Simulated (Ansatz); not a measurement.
The parent structure is BaF2 in the fluorite structure (space group Fm-3m, No. 225; a = 6.1374 Å).

Levels (all Ansatz, a quantum-chemistry and plane-wave program, PAW): PBEsol (420 eV, without spin-orbit coupling); r2SCAN (500 eV, spin-orbit coupling left out).

Its gap is 6.83 eV with PBEsol and 7.53 eV with r2SCAN.

It is then changed as follows: a fraction x = 0.5 of the Ba sites is given to Ca, ordered in a cell of 6 atoms (starting symmetry R-3m) and fully relaxed.

With PBEsol the gap becomes 6.53 eV.

### Question
If the r2SCAN correction stayed the same, what would the r2SCAN gap be, and what does the r2SCAN run give?

### Answer
A rigid correction of +0.70 eV gives 7.23 eV. The r2SCAN run gives 7.30 eV, so the correction itself changes by +0.07 eV.

Single points use the geometry relaxed with PBEsol. These are small ordered cells, not random alloys; other orderings at the same x differ. Whether these cells are dynamically stable was not tested.
